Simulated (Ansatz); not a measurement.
Results of LDA (Ansatz, a quantum-chemistry and plane-wave program, PAW) for SnO (Pmn2₁, No. 31, 4 atoms in the cell; start mp-545552; a measured phase of this formula has another space group).

Run with plane-wave cutoff 520 eV, 10×6×8 k mesh (along the axes of the cell as run), Fermi–Dirac smearing 0.01 eV, scalar-relativistic PAW data made under PBE.

Cell (relaxed at this level):

```cif
data_O2Sn2
_chemical_formula_sum 'Sn2 O2'
_space_group_name_H-M_alt 'Pmn21'
_space_group_IT_number 31
_space_group_name_Hall 'P 2ac -2'
_cell_length_a 3.29175
_cell_length_b 5.67793
_cell_length_c 3.70767
_cell_angle_alpha 90.000
_cell_angle_beta 90.000
_cell_angle_gamma 90.000
loop_
_atom_site_label
_atom_site_type_symbol
_atom_site_symmetry_multiplicity
_atom_site_Wyckoff_symbol
_atom_site_fract_x
_atom_site_fract_y
_atom_site_fract_z
_atom_site_occupancy
Sn1 Sn 2 a 0.00000 0.23587 0.53463 1
O1 O 2 a 0.50000 0.11793 0.21537 1
```

### Question
Predict the band gap and Γ–Γ gap.

### Answer

* **band gap**: 1.23 eV (on the SCF k mesh)
* **Γ–Γ gap**: 3.25 eV

Note: the relaxation could not lower the start's symmetry, so the cell can be a saddle point above a distorted one.

Spin–orbit coupling is not included.

It cost about 6 core-minutes (a rough figure) of CPU time.

A start named mp-… is a Materials Project structure, which need not be a measured phase.
